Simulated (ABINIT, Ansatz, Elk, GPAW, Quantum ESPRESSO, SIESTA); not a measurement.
## GaN (P6_3mc, 4 atoms in the cell) computed with different codes at matched settings

Self-consistent single point.

```
GaN
1.0
    3.13759     0.00000     0.00000
   -1.56879     2.71723     0.00000
    0.00000     0.00000     5.10876
Ga N
2 2
Direct
  0.66667   0.33333   0.49908
  0.33333   0.66667   0.99908
  0.66667   0.33333   0.87592
  0.33333   0.66667   0.37592
```

All programs got the same cell, k-point mesh and kind of occupations (in Ansatz's words: kpoints.mp_grid.grid = 6 6 4; scf.occupations.method = fermi_dirac; scf.occupations.width = 0.05 eV); potentials, basis and cutoffs are each program's usual ones.

| code | model | pressure (GPa) | largest force (eV/Å) | gap on the mesh (eV) | k-points | cutoff |
|---|---|---|---|---|---|---|
| Quantum ESPRESSO | PBE, GBRV 1.5 ultrasoft (PBE) pseudopotentials | 15.78 | 0.017 | 2.248 | 21 | 50 Ry |
| Ansatz | PBE, PAW files | 15.37 | 0.016 | 2.225 | 21 | default |
| ABINIT | PBE, PAW (JTH v2.0 PBE PAW) | 16.26 | 0.019 | 2.217 | 21 | 26 Ha |
| SIESTA | GGA PBE, numerical atomic orbitals DZP, PseudoDojo PBE standard norm-conserving potentials (rewritten from UPF to PSML) | 18.56 | 0.026 | 2.306 | 89 | grid 400 Ry |
| Elk | PBE, all-electron FP-LAPW, Elk's shipped species files, LAPW+lo basis | – | – | 2.214 | 28 | rgkmax 8 |
| GPAW | PBE, GPAW PAW datasets PBE (gpaw-data 1.0.1) | – | 0.023 | 2.357 | 21 | 950 eV |

A dash marks a value that a program does not give, or that is left out as unsure.

Gaps are read on the mesh.

The spread over the programs that give each value: pressure within 3.19 GPa; largest force within 0.010 eV/Å; gap on the mesh within 0.143 eV.

The starting cell comes from a database of computed structures (which also holds hypothetical and non-ambient phases and stackings), without a prior relaxation at this level. Its lattice was rescaled by a random factor within 2.5 % of one. On Ansatz's run: In the base run, with a pressure of about 16 GPa the cell is away from its equilibrium volume at this level.

Q: Why do the programs differ, and what cannot be compared?

A: Differences of this kind can come from the potentials, where these differ, and from what each basis and cutoff leave unconverged. The valence holds different numbers of electrons (Quantum ESPRESSO 48, Ansatz (a first-principles code) 36, ABINIT 36, SIESTA 36, GPAW 16). The zero of total energies and Fermi levels follows the potentials and each program's conventions, so they are not compared here. SIESTA uses small atom-centred bases, whose incompleteness enters pressures, forces and empty levels differently from a plane-wave cutoff. Elk treats all electrons, but the usual bases taken here (sphere radii, linearisation, local orbitals, empty states) were not tested for convergence, so the values are no reference for the others. Ansatz's pressure is given at a fixed set of plane waves, as the other plane-wave codes print theirs; with its correction for the finite basis it is 15.68 GPa (the shift of 0.31 GPa shows how far the cutoff is from converged). The pressure of GPAW is left out: its cutoff lies under the one at which its stress was checked. The programs reduce the same mesh by symmetry to different extents, which changes the work and not the result. In the pressure, SIESTA (by 2.78) lies more than 1 GPa from the median of the plane-wave programs. In the gap, GPAW (by 0.120) lies more than 0.12 eV from the median of the plane-wave programs.

Left out of this page: CP2K (unsound by tests on forces, stress, charge or solver warnings); FLEUR (with a known weakness of the program).

Keys are those of Ansatz 0.2.
